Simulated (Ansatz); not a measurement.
Cell and atoms of amorphous Zr₂₀O₄₃Ga₂:

```xyz
65
Lattice="9.5901 0.1131 -0.0664 0.1131 9.6140 -0.2355 -0.0664 -0.2355 8.9497" Properties=species:S:1:pos:R:3 pbc="T T T"
Zr     4.5101     8.3123     1.5536
Zr     3.5540     4.9252     8.7042
Zr     1.9458     2.6024     1.1169
Zr     7.3816     5.2014     7.3054
Zr     7.5730     7.9680     0.3446
Zr     2.1057     1.1071     7.1647
Zr     0.9950     8.9547     0.9704
Zr     5.3282     1.6662     0.4860
Zr     4.1558     1.2367     4.1918
Zr     8.1864     1.9126     7.6798
Zr     2.9008     8.0428     5.1150
Zr     7.5721     0.1023     3.5940
Zr     4.4512     5.2964     5.6705
Zr     0.5129     2.0169     4.0610
Zr     6.0680     9.0259     6.4056
Zr     4.3212     4.4128     2.5966
Zr     8.1095     4.2003     1.4613
Zr     9.2957     7.9621     6.2135
Zr     0.8632     4.1994     6.6810
Zr     1.1407     5.6606     3.1634
O      8.9148     3.9312     8.2983
O      6.0031     0.5920     4.8985
O      7.4954     5.9179     0.4031
O      3.3894     2.5872     2.6715
O      1.1356     7.0281     4.7906
O      1.5547     8.8443     6.5099
O      0.3320     3.4356     2.1969
O      3.8673     0.1273     6.2413
O      3.3649     5.7488     3.9306
O      2.4041     4.7409     1.5363
O      4.4681     6.2735     1.2869
O      9.4197     7.8663     8.3761
O      6.5900     7.7808     2.3839
O      7.3269     2.5148     0.6194
O      2.3408     1.6452     5.0746
O      8.0604     0.0230     6.9584
O      5.2834     0.7262     2.3603
O      3.5928     8.8696     3.3983
O      4.6532     3.6437     0.6231
O      1.3312     1.0253     2.4008
O      0.9463     7.2884     2.0767
O      1.0116     4.0613     4.6924
O      7.9446     2.3131     3.6618
O      6.5501     5.4285     5.0864
O      0.3120     2.1815     6.4002
O      3.3075     1.1624     8.8845
O      8.4551     9.4480     1.4565
O      4.8523     3.3925     4.6423
O      2.1792     3.3010     8.0797
O      7.3796     3.3180     6.3332
O      8.6622     5.6199     3.0201
O      6.0156     1.2444     7.6016
O      2.8909     8.4635     0.4825
O      9.1429     5.8574     6.4491
O      2.6977     5.4305     6.8191
O      4.6828     7.3142     5.7953
O      9.3608     0.2580     4.3978
O      5.2443     4.9603     7.5061
O      5.7647     8.9629    -0.0660
O      0.6088     1.0914     8.7761
O      6.3773     4.3720     2.6761
O      7.6696     8.0367     4.7632
O      7.1090     7.3027     7.2399
Ga     7.2214     6.5522     3.6957
Ga     6.7961     3.5100     4.5232
```

The numbers are results of PBE, scalar-relativistic without spin-orbit coupling (plane waves to 420 eV, PAW; Ansatz, a quantum-chemistry and plane-wave program), not measurements.

Preparation: random packing, a CHGNet melt and quench, and a DFT relaxation. O atoms were pushed apart under 1.9 Å during the dynamics, to hinder bonds among them. The hot cell started wider than the set density and was brought back towards it in steps. It is the lowest in DFT energy of 2 quenches. It is a model cell: composition and starting density were chosen by hand, and all elements were melted together. No dispersion term was used. Its density started from a set value of 5.29 and ended at 5.34 g/cm³. Cooling (nominally 300 K/ps over its main leg) ran many orders faster than in experiment, which tends to leave more defects and strain. One small periodic cell is one sample of the glass; other quenches scatter about these values. Volume and shape were free in the relaxation.

Bonds are counted up to Zr-Zr 3.41 Å, Zr-O 2.70 Å, Zr-Ga 3.05 Å, O-O 1.58 Å, O-Ga 2.26 Å, Ga-Ga 2.68 Å. Two cations that share two anions don't count as bonded, nor two that share one unless they lie closer than Zr-Zr 3.32 Å, Zr-Ga 2.96 Å, Ga-Ga 2.61 Å.

Problem. Give the coordination numbers, mean bond lengths and angles.

Solution. 
| Property | Result |
|---|---|
| Mean coordination of Zr by anions | 6.60 (9 with 6, 10 with 7, 1 with 8) |
| Mean coordination of O | 3.28 (3 with 2, 25 with 3, 15 with 4) |
| Mean coordination of Ga by anions | 4.50 (1 with 4, 1 with 5) |
| Mean Zr-O bond | 2.174 Å (spread 0.133 Å, 132 counted) |
| Mean O-Ga bond | 1.930 Å (spread 0.071 Å, 9 counted) |
| Bond angle at Zr | mean 102.2°, spread 29.5° |
| Bond angle at O | mean 113.2°, spread 17.6° |
| Bond angle at Ga | mean 106.9°, spread 23.8° |

Problem. List the pairs of like atoms that count as bonded by the rules above.

Solution. There are none by these rules.
